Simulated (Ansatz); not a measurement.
A computed series for NaF: response to strain

Consider NaF in the rock salt structure (space group Fm-3m, No. 225; a = 4.6291 Å).

Strains are applied to the cell and any free atomic positions relax.

Method: Ansatz (a quantum-chemistry and plane-wave program) PBEsol, spin-orbit coupling left out.

Candidates:
(a) isotropic strain +3.00 %
(b) isotropic strain +0.50 %
(c) isotropic strain −1.00 %
(d) isotropic strain −0.50 %

Before the change:

The band gap is 6.20 eV.

Order them by band gap, highest first.

(c) isotropic strain −1.00 % (6.36 eV), (d) isotropic strain −0.50 % (6.28 eV), (b) isotropic strain +0.50 % (6.12 eV), (a) isotropic strain +3.00 % (5.76 eV)

Whether these cells are dynamically stable was not tested.
